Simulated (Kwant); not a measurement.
Device: wire with one Gaussian impurity in a Si two-dimensional gas. Effective mass 0.19 mₑ, grid spacing 2 nm, hard walls, nominal width 60 nm (29 grid rows, so walls 60 nm apart), one parabolic valley, scattering region 180 nm long along x; energies count from the band bottom; Fermi energy swept from 0.0004398 to 0.0093458 eV. Impurity U exp(−r²/2σ²), U = 0.03 eV, σ = 4.9 nm, 0 nm off the axis.

Constants are typed, rounded textbook-type inputs, not results; the design itself was drawn at random and stands for no fabricated device.

Kwant, effective-mass tight-binding model on a square grid, one spin, coherent transport at 0 K. Conductance is in e²/h.

Sweep values stay those of the base run.

The effective mass was swept, all else fixed.

| effective mass (mₑ) | G (e²/h) at E = 7.101 meV | G (e²/h) at E = 2.610 meV | G (e²/h) at E = 4.855 meV | G (e²/h) at E = 9.346 meV |
|---|---|---|---|---|
| 0.11 | 1.83 | 0.10 | 1.15 | 2.00 |
| 0.15 | 1.99 | … | … | 2.03 |
| 0.19 | 2.01 | 0.52 | 1.94 | 2.11 |
| 0.25 | 2.04 | 0.97 | 1.99 | 2.61 |

Question: Some entries are withheld; supply them.

Answer: 
- 0.15, G (e²/h) at E = 2.610 meV: 0.13
- 0.15, G (e²/h) at E = 4.855 meV: 1.59
